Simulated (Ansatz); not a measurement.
We look at the energy of the reaction as written. Reaction: 2 cell C → cell A + cell B. A negative value means that the right-hand side lies lower.

Cell A: a slab of SrTiO3 (cubic perovskite, Pm-3m) cut along (100), 35 atoms, square cell of 3.94 Å (15.5 Å²), symmetry P4mm within 0.02 Å, 25.1 Å thick under 16 Å of vacuum, in-plane vectors held at the crystal's; planes from bottom to top: SrO | TiO2 | SrO | TiO2 | SrO | TiO2 | SrO | TiO2 | LaO | AlO2 | LaO | AlO2 | LaO | AlO2, its two faces unlike (dipole correction applied); added, foreign or displaced atoms, within the planes: La bound to 12 O at 2.55–2.87 Å; Al bound to 6 O at 1.81–1.97 Å; La bound to 12 O at 2.52–2.97 Å; Al bound to 6 O at 1.83–1.97 Å; La bound to 12 O at 2.49–3.01 Å; Al bound to 5 O at 1.83–1.97 Å; spin state with PBE: run without spin, k-point mesh 9×9×1.
```
CELL_PARAMETERS angstrom
      3.93638     0.00000     0.00000
      0.00000     3.93638     0.00000
      0.00000     0.00000    41.18454
ATOMIC_POSITIONS crystal
  Sr 0.00000 0.00000 0.19925
  O  0.50000 0.50000 0.19378
  Ti 0.50000 0.50000 0.24022
  O  0.50000 0.00000 0.24140
  O  0.00000 0.50000 0.24140
  Sr 0.00000 0.00000 0.29108
  O  0.50000 0.50000 0.28978
  Ti 0.50000 0.50000 0.33718
  O  0.50000 0.00000 0.33753
  O  0.00000 0.50000 0.33753
  Sr 0.00000 0.00000 0.38554
  O  0.50000 0.50000 0.38538
  Ti 0.50000 0.50000 0.43308
  O  0.50000 0.00000 0.43321
  O  0.00000 0.50000 0.43321
  Sr 0.00000 0.00000 0.48063
  O  0.50000 0.50000 0.48098
  Ti 0.50000 0.50000 0.52908
  O  0.50000 0.00000 0.52931
  O  0.00000 0.50000 0.52931
  La 0.00000 0.00000 0.57987
  O  0.50000 0.50000 0.57546
  Al 0.50000 0.50000 0.62281
  O  0.50000 0.00000 0.61908
  O  0.00000 0.50000 0.61908
  La 0.00000 0.00000 0.67293
  O  0.50000 0.50000 0.66680
  Al 0.50000 0.50000 0.71392
  O  0.50000 0.00000 0.71118
  O  0.00000 0.50000 0.71118
  La 0.00000 0.00000 0.76645
  O  0.50000 0.50000 0.75827
  Al 0.50000 0.50000 0.80275
  O  0.50000 0.00000 0.80344
  O  0.00000 0.50000 0.80344
```

Cell B: a slab of SrTiO3 (cubic perovskite, Pm-3m) cut along (100), 25 atoms, square cell of 3.94 Å (15.5 Å²), symmetry P4mm within 0.02 Å, 17.6 Å thick under 16 Å of vacuum, in-plane vectors held at the crystal's; planes from bottom to top: SrO | TiO2 | SrO | TiO2 | SrO | TiO2 | SrO | TiO2 | LaO | AlO2, its two faces unlike (dipole correction applied); added, foreign or displaced atoms, within the planes: La bound to 12 O at 2.51–2.95 Å; Al bound to 5 O at 1.84–1.97 Å; spin state with PBE: run without spin, k-point mesh 9×9×1.
```yaml
crystal:
  lattice:
    - [3.93638, 0.00000, 0.00000]
    - [0.00000, 3.93638, 0.00000]
    - [0.00000, 0.00000, 33.60410]
  atoms:
    - { symbol: Sr, position: [0.00000, 0.00000, 0.24398] }
    - { symbol: O, position: [0.50000, 0.50000, 0.23731] }
    - { symbol: Ti, position: [0.50000, 0.50000, 0.29427] }
    - { symbol: O, position: [0.50000, 0.00000, 0.29564] }
    - { symbol: O, position: [0.00000, 0.50000, 0.29564] }
    - { symbol: Sr, position: [0.00000, 0.00000, 0.35663] }
    - { symbol: O, position: [0.50000, 0.50000, 0.35489] }
    - { symbol: Ti, position: [0.50000, 0.50000, 0.41307] }
    - { symbol: O, position: [0.50000, 0.00000, 0.41340] }
    - { symbol: O, position: [0.00000, 0.50000, 0.41340] }
    - { symbol: Sr, position: [0.00000, 0.00000, 0.47250] }
    - { symbol: O, position: [0.50000, 0.50000, 0.47207] }
    - { symbol: Ti, position: [0.50000, 0.50000, 0.53052] }
    - { symbol: O, position: [0.50000, 0.00000, 0.53064] }
    - { symbol: O, position: [0.00000, 0.50000, 0.53064] }
    - { symbol: Sr, position: [0.00000, 0.00000, 0.58956] }
    - { symbol: O, position: [0.50000, 0.50000, 0.58919] }
    - { symbol: Ti, position: [0.50000, 0.50000, 0.64764] }
    - { symbol: O, position: [0.50000, 0.00000, 0.64812] }
    - { symbol: O, position: [0.00000, 0.50000, 0.64812] }
    - { symbol: La, position: [0.00000, 0.00000, 0.71352] }
    - { symbol: O, position: [0.50000, 0.50000, 0.70522] }
    - { symbol: Al, position: [0.50000, 0.50000, 0.75985] }
    - { symbol: O, position: [0.50000, 0.00000, 0.75972] }
    - { symbol: O, position: [0.00000, 0.50000, 0.75972] }
```

Cell C: a slab of SrTiO3 (cubic perovskite, Pm-3m) cut along (100), 30 atoms, square cell of 3.94 Å (15.5 Å²), symmetry P4mm within 0.02 Å, 21.3 Å thick under 16 Å of vacuum, in-plane vectors held at the crystal's; planes from bottom to top: SrO | TiO2 | SrO | TiO2 | SrO | TiO2 | SrO | TiO2 | LaO | AlO2 | LaO | AlO2, its two faces unlike (dipole correction applied); added, foreign or displaced atoms, within the planes: La bound to 12 O at 2.54–2.88 Å; Al bound to 6 O at 1.82–1.97 Å; La bound to 12 O at 2.49–3.02 Å; Al bound to 5 O at 1.83–1.97 Å; spin state with PBE: run without spin, k-point mesh 9×9×1.
```yaml
crystal:
  lattice:
    - [3.93638, 0.00000, 0.00000]
    - [0.00000, 3.93638, 0.00000]
    - [0.00000, 0.00000, 37.39432]
  atoms:
    - { symbol: Sr, position: [0.00000, 0.00000, 0.21939] }
    - { symbol: O, position: [0.50000, 0.50000, 0.21338] }
    - { symbol: Ti, position: [0.50000, 0.50000, 0.26458] }
    - { symbol: O, position: [0.50000, 0.00000, 0.26583] }
    - { symbol: O, position: [0.00000, 0.50000, 0.26583] }
    - { symbol: Sr, position: [0.00000, 0.00000, 0.32059] }
    - { symbol: O, position: [0.50000, 0.50000, 0.31904] }
    - { symbol: Ti, position: [0.50000, 0.50000, 0.37135] }
    - { symbol: O, position: [0.50000, 0.00000, 0.37163] }
    - { symbol: O, position: [0.00000, 0.50000, 0.37163] }
    - { symbol: Sr, position: [0.00000, 0.00000, 0.42459] }
    - { symbol: O, position: [0.50000, 0.50000, 0.42433] }
    - { symbol: Ti, position: [0.50000, 0.50000, 0.47695] }
    - { symbol: O, position: [0.50000, 0.00000, 0.47699] }
    - { symbol: O, position: [0.00000, 0.50000, 0.47699] }
    - { symbol: Sr, position: [0.00000, 0.00000, 0.52941] }
    - { symbol: O, position: [0.50000, 0.50000, 0.52958] }
    - { symbol: Ti, position: [0.50000, 0.50000, 0.58261] }
    - { symbol: O, position: [0.50000, 0.00000, 0.58278] }
    - { symbol: O, position: [0.00000, 0.50000, 0.58278] }
    - { symbol: La, position: [0.00000, 0.00000, 0.63893] }
    - { symbol: O, position: [0.50000, 0.50000, 0.63367] }
    - { symbol: Al, position: [0.50000, 0.50000, 0.68549] }
    - { symbol: O, position: [0.50000, 0.00000, 0.68176] }
    - { symbol: O, position: [0.00000, 0.50000, 0.68176] }
    - { symbol: La, position: [0.00000, 0.00000, 0.74300] }
    - { symbol: O, position: [0.50000, 0.50000, 0.73407] }
    - { symbol: Al, position: [0.50000, 0.50000, 0.78307] }
    - { symbol: O, position: [0.50000, 0.00000, 0.78373] }
    - { symbol: O, position: [0.00000, 0.50000, 0.78373] }
```

All numbers come from Ansatz (a quantum-chemistry and plane-wave program), plane waves with PAW, its default PAW set, cutoff 420 eV, 500 eV for r2SCAN. The structures are at rest with PBE, within the held lattices; other levels are single points on them. Neutral cells; Fermi-Dirac smearing of at most 0.10 eV in the solids, energies taken to zero width. The lattices are those relaxed with PBE, so at other levels the solids can be strained, which adds to the spread. Larger cells are relaxed from a start prepared with the learned potential CHGNet, on a coarser mesh till forces fall under 0.03 eV/Å, which some starts already meet. A dispersion term (D3(BJ), or D4 for r2SCAN) was computed beside these levels and is taken off wherever the name lacks it. Static lattices, no vibrational contributions. Cells are local rest points, mostly with their start's symmetry. Spin-orbit coupling is left out. No correction for cell size. Cell A has symmetry P4mm within 0.02 Å and got no random move, so less symmetric positions, which may lie lower, weren't tried. Cell B has symmetry P4mm within 0.02 Å and got no random move, so less symmetric positions, which may lie lower, weren't tried. Cell C has symmetry P4mm within 0.02 Å and got no random move, so less symmetric positions, which may lie lower, weren't tried.

### Question
What is the computed value (PBE)?

### Answer
0.09 eV, for 2 cell C → cell A + cell B.

### Question
List the value at the remaining levels and say how far they part.

### Answer
```csv
Method,value (eV),less PBE
r2SCAN,0.10,0.01
```

The levels shown span only 0.01 eV, too little to tell them apart.
